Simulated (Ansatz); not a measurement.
An Ansatz (an electronic-structure program) run: Nb with a change (biaxial strain −2.50 %, plane normal [111], relaxed out of plane); DFT with r2SCAN, PAW potentials and a 500 eV plane-wave cutoff in Ansatz, no spin-orbit coupling.

Input:

Ansatz 0.2 input:
```yaml
crystal:
  lattice:
    - [4.5563938212, 0, 0]
    - [2.2781969106, 3.9459527988, 0]
    - [2.2781969106, -1.3153175996, 0.9658419169]
  atoms:
    - { symbol: Nb, position: [0, 0, 0] }
basis: { ecutwfc: 500, ecutrho_ratio: 4, xc_grid: 4, fft_grid_basis: typed }
kpoints: { mp_grid: { grid: [28, 28, 28] } }
hamiltonian:
  xc: r2scan
  dispersion: none
  pseudopotentials: { kind: paw }
scf: { occupations: { method: fermi_dirac, width: 0.1 } }
relax: { f_tol: 0.005, max_steps: 50, cell: { stress_tol: 0.01, fix: [a, b, gamma] } }
output: { forces: true, stress: true }
checkpoint: { write: state.ck, write_every: 1000 }
```

Output (explanatory and most iteration lines left out):

```
Relaxation: its limit of steps is 50 (relax.max_steps)
Pseudopotential: Nb, paw, valence charge 13
Crystal: 1 atoms, lattice volume = 17.365 Å³
Basis set: ecut = 500 eV, 435 PW (Γ), exchange–correlation on 144×144×96 points (64 copies of the dense FFT grid, shifted against one another)
Bands: 11, of which v1, the nominal top of the filled ones, is band 7 counted from 1 (6 counted from 0)
Symmetry: 12 space group operations
Space group: R-3m (ITA 166), of the structure as read, at distance tolerance 2.6e-5 Å
k-points: 2045 of 21952
Functional: x = r2scan, c = r2scan; τ floored in thin density (d = 2e-4 eV/Å³)
SCF iter   1: F=—  HF=-4563.637974 eV  |F-HF|=—  |Δ(HF+E_count)|=         —  Δρ=1.03e-2  dr2=1.35e-2  dr2_τ=1.06e-2  ethr=1.77e-3  ⟨swp⟩=5.1  Hψ=137605  notcnv=0
SCF iter   2: F=—  HF=-4563.636650 eV  |F-HF|=—  |Δ(HF+E_count)|=   1.32e-3  Δρ=3.61e-3  dr2=6.52e-4  dr2_τ=5.18e-4  ethr=1.04e-4  ⟨swp⟩=2.8  Hψ=53622  notcnv=0
SCF 1 converged in 6 iterations: F = -4563.637074 eV  dr2 = 2.82e-9
relax step   1: F+E_penalty+E_count = -4563.63707357 eV  Δ(F+E_penalty+E_count) = +0.000e0 eV  max|allowed force component| = 0.000e0 eV/Å  Δτ_max = 0.0000 Å  P = +7.089 GPa  Ω = 17.365 Å³  fix = [a, b, gamma]  reactions: a +7.471, b +7.471 GPa  (6 SCF iters, dr2 threshold 1.00e-7 eV, accepted)
[... steps on the carried basis left out ...]
relax step   7: F+E_penalty+E_count = -4563.64735587 eV  Δ(F+E_penalty+E_count) = +7.923e-7 eV  max|allowed force component| = 0.000e0 eV/Å  Δτ_max = 0.0000 Å  P = +1.399 GPa  Ω = 17.899 Å³  energy of the carried Pulay correction = -8.686e-7 eV  fix = [a, b, gamma]  reactions: a +2.098, b +2.098 GPa  (3 SCF iters, dr2 threshold 6.82e-10 eV, accepted)
Crystal: 1 atoms, lattice volume = 17.899 Å³
SCF iter   1: F=—  HF=-4563.647357 eV  |F-HF|=—  |Δ(HF+E_count)|=         —  Δρ=3.13e-6  dr2=5.90e-10  dr2_τ=9.62e-11  ethr=6.66e-9  ⟨swp⟩=3.7  Hψ=209102  notcnv=0
SCF iter   2: F=—  HF=-4563.647357 eV  |F-HF|=—  |Δ(HF+E_count)|=  6.98e-10  Δρ=1.80e-6  dr2=1.93e-10  dr2_τ=1.90e-11  ethr=4.54e-12  ⟨swp⟩=2.9  Hψ=36287  notcnv=0
SCF 8 converged in 4 iterations: F = -4563.647357 eV  dr2 = 2.66e-13
SCF converged after 4 iterations
Free energy (F): -4563.647357 eV
Internal energy: -4563.602881 eV  (E = F + TS)
E sigma→0 (E₀):  -4563.625119 eV
Entropy (-TS):   -0.044476 eV (-44.476 meV/atom)
Fermi energy:    17.883345 eV
--- Forces (eV/Å), atoms counted from 1 ---
  atom   1  Nb    -0.00000000     0.00000000     0.00000000
--- Stress (GPa, compression-positive) ---
        2.097506      -0.000000      -0.000000
       -0.000000       2.097506       0.000000
       -0.000000      -0.000000       0.001216
  P = ⅓ Tr σ = 1.3987 GPa (13.987 kbar)
--- Relaxed structure (6 steps of the walk, 6 accepted, 2 SCFs on fresh bases) ---
  cell:  # Å, volume = 17.8989 Å³
    - [4.556393821196737, 3.0550301135109098e-43, -2.255275508346598e-27]
    - [2.2781969105983686, 3.945952798802826, -6.307789767789473e-16]
    - [2.2781969105983686, -1.315317599600942, 0.9955249546017763]
  atoms:
    - { symbol: Nb, position: [0.0, 0.0, 0.0] }
```

Stability against distortions was not tested. The final runs are not spin-polarised. The cell was made from Nb in the bcc (W type) structure (space group Im-3m, No. 229) by this change: biaxial strain −2.50 %, plane normal [111], relaxed out of plane.
